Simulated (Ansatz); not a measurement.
The parent structure is ScCuO2 (space group P6_3/mmc, No. 194).

```yaml
crystal:
  lattice:
    - [3.20286, 0.00000, 0.00000]
    - [-1.60143, 2.77376, 0.00000]
    - [0.00000, 0.00000, 11.28434]
  atoms:
    - { symbol: Cu, position: [0.33333, 0.66667, 0.25000] }
    - { symbol: Cu, position: [0.66667, 0.33333, 0.75000] }
    - { symbol: Sc, position: [0.00000, 0.00000, 0.00000] }
    - { symbol: Sc, position: [0.00000, 0.00000, 0.50000] }
    - { symbol: O, position: [0.33333, 0.66667, 0.08947] }
    - { symbol: O, position: [0.66667, 0.33333, 0.58947] }
    - { symbol: O, position: [0.33333, 0.66667, 0.41053] }
    - { symbol: O, position: [0.66667, 0.33333, 0.91053] }
```

Computed with PBEsol in Ansatz (plane waves to 420 eV, PAW, scalar-relativistic without spin-orbit coupling).

Base values:

```
Item                             Result
-----------------------------  --------
Pressure                       0.00 GPa
Band gap                        2.33 eV
Width of the top valence band   0.60 eV
```

It is then changed as follows: the cell is scaled by 1.0075 in all directions; the atoms relax in the strained cell.

Problem. Estimate the effect on the pressure.

Solution. The pressure (mean of the normal stresses, compression positive) goes from zero to -3.35 GPa.

Problem. How does this affect the band gap?

Solution. The band gap is still 2.33 eV.

Problem. How does this affect the width of the top valence band?

Solution. The width of the top valence band falls by 0.02 eV to 0.58 eV.

Problem. How does this affect the energy relative to the base?

Solution. The energy grows by 3.0 meV/atom.

Whether these cells are dynamically stable was not tested. No Hubbard U is applied. The final runs are not spin-polarised.

Ansatz is a first-principles code.
